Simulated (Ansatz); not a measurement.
# A computed series for BeSe: carrier doping

Start from BeSe in the zinc blende structure (space group F-43m, No. 216).

```yaml
crystal:
  lattice:
    - [0.00000, 2.58889, 2.58889]
    - [2.58889, 0.00000, 2.58889]
    - [2.58889, 2.58889, 0.00000]
  atoms:
    - { symbol: Se, position: [0.75000, 0.75000, 0.75000] }
    - { symbol: Be, position: [0.00000, 0.00000, 0.00000] }
```

Carriers are added at fixed cell with a uniform background; the Fermi–Dirac width is that of 300 K.

Method: plane-wave PAW DFT at the PBE level (Ansatz, a quantum-chemistry and plane-wave program, 420 eV), scalar-relativistic without spin-orbit coupling.

Notes on the quantities. Fermi level from band edge: Fermi level relative to the doped band's edge (positive inside the band; to 0.05 eV).

```json
[
 {"hole density (10^21 cm⁻³)": "0.5", "Fermi level from band edge (eV)": "0.10"},
 {"hole density (10^21 cm⁻³)": "1.5", "Fermi level from band edge (eV)": "?"},
 {"hole density (10^21 cm⁻³)": "7", "Fermi level from band edge (eV)": "0.65"},
 {"hole density (10^21 cm⁻³)": "10", "Fermi level from band edge (eV)": "0.75"}
]
```

Q: Fit E_F = C n^s, fitted as a line in log–log form (a parabolic band gives s = 2/3) to the rows shown and predict the withheld row.

A: Least squares on the printed values gives C = 0.16 eV, s = 0.69 (largest residual 0.04 eV); this predicts 0.21 eV, and the run gives 0.25 eV, in agreement.

Carriers are added with a uniform compensating background; total energy and stress of such cells depend on the potential's zero and are not compared; many-body gap narrowing is missing at this level. Whether these cells are dynamically stable was not tested.
